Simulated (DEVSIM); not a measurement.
Device: abrupt Si n-p junction, at 300 K.

Layer 1 from the left is Si, thickness (μm) 22.0, Nd (cm⁻³) 2.6e16, τn (s) 0.00038, τp (s) 0.00038. Layer 2 from the left is Si, thickness (μm) 52.0, Na (cm⁻³) 7.3e15, τn (s) 0.00038, τp (s) 0.00038.

Left contact: ohmic. Right contact: ohmic. Voltage is applied to the left contact. Recombination: SRH at mid-gap, radiative, Auger. Mobility is μmin + (μ − μmin)/(1 + (N/Nref)^α).

This is a model device: material constants are rounded textbook-type values typed into the input, and sizes, dopings and lifetimes were drawn at random. Values at 300 K.

Si: gap (eV) 1.124, affinity (eV) 4.05, permittivity 11.7, Nc (cm⁻³) 2.86e19, Nv (cm⁻³) 3.1e19, μn (cm²/Vs) 1417, μp (cm²/Vs) 470, μn,min 52, μp,min 45, Nref,n 9.7e16, Nref,p 2.2e17, αn 0.68, αp 0.72, B (cm³/s) 4.7e-15, Cn (cm⁶/s) 2.8e-31, Cp (cm⁶/s) 9.9e-32.

Simulated with DEVSIM: 1D drift-diffusion, Boltzmann statistics, complete ionisation; no tunnelling, impact ionisation, image-force lowering or self-heating.

Dark forward current:

```
|V| (V)  |J| (A/cm²)
-------  -----------
0.05       1.248e-10
0.10       9.306e-10
0.15        6.363e-9
0.20        4.355e-8
0.25        2.997e-7
0.30        2.068e-6
0.35        1.429e-5
0.40        9.879e-5
0.45       0.0006830
0.50        0.004721
0.55         0.03255
0.60          0.2207
0.65           1.363
0.70           6.256
0.75           18.87
0.80           41.25
0.85           73.79
0.90           116.5
0.95           169.1
1.00           231.7
1.05           303.9
1.10           385.6
1.15           476.7
1.20           577.1
1.25           686.5
1.30           804.9
```

Work out the local ideality factor n = ΔV / (kT/q · ln(J2/J1)) between the rows 0.15 and 0.20 V, 0.40 and 0.45 V, 1.25 and 1.30 V.

kT/q = 25.85 mV. From 0.15 to 0.20 V: ln(4.355e-8/6.363e-9) = 1.923, n = 1.01, near the 1 of diffusion or emission over a barrier. From 0.40 to 0.45 V: ln(0.0006830/9.879e-5) = 1.933, n = 1.00, near the 1 of diffusion or emission over a barrier. From 1.25 to 1.30 V: ln(804.9/686.5) = 0.159, n = 12.16.

Estimate the current at 0.35 V from the Shockley equation with J0 = Σ q ni² D/(N L) coth(W/L), τ joining the SRH, radiative and Auger lifetimes that are on, and W taken as the whole layer.

ni² = 1.16e20 cm⁻⁶; holes in the n layer: μ = 395 cm²/Vs, D = 10.2 cm²/s, τ = 0.000340 s, L = 589 μm, W/L = 0.037, term 3.31e-12 A/cm²; electrons in the p layer: μ = 1220 cm²/Vs, D = 31.4 cm²/s, τ = 0.000374 s, L = 1090 μm, W/L = 0.048, term 1.54e-11 A/cm². J0 = 1.87e-11 A/cm², and J = J0 exp(qV/kT) = 1.42e-5 A/cm². The simulation gives 1.43e-5 A/cm², the same within the digits that matter. The estimate leaves out recombination in the depletion region and that region's share of W.
